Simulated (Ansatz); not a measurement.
Worked calculations on one periodic cell of amorphous Ga$_{24}$O$_{38}$Ti: Ga24O38Ti, 63 atoms, volume 785.5 Å³, made by a melt-quench on the CHGNet potential and relaxed with DFT. O atoms were pushed apart under 1.9 Å during the dynamics, to hinder bonds among them. It is a model cell: composition and starting density were chosen by hand, and all elements were melted together. Cycles of charging were run to anneal it. All values below come from PBE, scalar-relativistic without spin-orbit coupling (plane waves to 420 eV, PAW; Ansatz, a program for electronic structure). Sampling: a 2×2×2 Γ-centred mesh; Fermi-Dirac width 0.02 eV; no spin polarisation. Its volume was held where the quench left it, its shape was free, and it stands at a mean pressure of -0.1 GPa with stress components up to 0.2 GPa; the relaxation ran on the zone centre alone. Its density went from a set 4.92 to 4.92 g/cm³. The cell is small and was quenched far faster than a real film, so it is one sample of the glass.

Problem. Count formal charges (Ga +3, O -2, Ti +4). What does the count lead one to expect at the Fermi level, and what does the calculation give?

Solution. 24 × (+3) + 38 × (-2) + 1 × (+4) = 0. The charges balance, so the anion-derived valence states can be full and a gap can open. On this mesh the highest filled and lowest empty level lie 2.03 eV apart, the PBE gap of this cell.

Four energies for a hole at PBE on the zone centre alone (charged cells in a uniform background, spin-polarised): neutral at the neutral geometry -114872.464 eV; charged at the neutral geometry -114878.220 eV; charged and relaxed -114878.265 eV; neutral at the charged geometry -114872.413 eV.

Problem. Find the two relaxation energies and their sum, the reorganisation energy.

Solution. On charging: -114878.220 − (-114878.265) = 0.045 eV. On discharging: -114872.413 − (-114872.464) = 0.051 eV. The sum is 0.096 eV. The carrier's level spreads over 20 of the 63 atoms' worth, more than a fifth of the atoms or a third of the atoms of its main element (six at least), and the sum is small, so it counts as a band carrier, whose relaxation energy shrinks as the cell grows. PBE's self-interaction favours spread-out carriers, so a hybrid can localise more.
